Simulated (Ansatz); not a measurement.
Base system: Sn in the diamond structure (space group Fd-3m, No. 227; a = 6.566 Å).

Method: r2SCAN, PAW, 500 eV (Ansatz, a program for electronic structure; no spin-orbit coupling).

Strains are applied to the cell and any free atomic positions relax.

One change was made to it. Results:

The energy goes up by 10 meV/atom; the pressure goes from zero to 2.2 GPa.

Task: Which change produced these results?
(A) isotropic strain −3.00 %
(B) isotropic strain −0.50 %
(C) isotropic strain −1.50 %
(D) isotropic strain −2.00 %

Result: C, isotropic strain −1.50 %. For comparison, the energy relative to the base in the other runs: isotropic strain −3.00 % gives +43 meV/atom; isotropic strain −0.50 % gives +1.1 meV/atom; isotropic strain −2.00 % gives +18 meV/atom.

No phonon test of stability was made.
